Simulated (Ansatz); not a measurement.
## CdI₂ (P-3m1, No. 164, 18 atoms in the cell; start mp-567483)

All values below come from PBE-D3(BJ) (plane waves, PAW; Ansatz, a first-principles code).

Cell: relaxed at this level.

For CdI₂ (P-3m1, No. 164, 18 atoms in the cell; start mp-567483), the interlayer binding energy is 14.0 meV/Å² and the layer repeat distance is 6.825 Å. The gap between the layers comes out as 3.365 Å.

Note: the relaxation could not lower the start's symmetry, so the cell can be a saddle point above a distorted one.

Spin–orbit coupling is not included.

Computed values are for the static lattice.

The result took about 30 core-minutes (a rough figure).

A start named mp-… is a Materials Project structure, which need not be a measured phase.
